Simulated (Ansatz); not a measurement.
Start from Be in the hcp (Mg type) structure (space group P6_3/mmc, No. 194; a = 2.263 Å, c = 3.566 Å; relaxed with 0.1 eV smearing). Axes: x lies along a and z along c of the hexagonal cell.

Calculations: Ansatz (a program for electronic structure), PBE, PAW, cutoff 420 eV, spin-orbit coupling left out.

It is then changed as follows: the cell is stretched by 1.00 % along z with no lateral relaxation; the atoms relax in the strained cell.

Q: How does this affect the energy relative to the base and stress?

A: The energy rises by 0.9 meV/atom; the stress (xx, yy, zz, yz, xz, xy; compression positive) amounts to (-0.1, -0.1, -3.7, 0.0, 0.0, 0.0) GPa.

Whether these cells are dynamically stable was not tested.
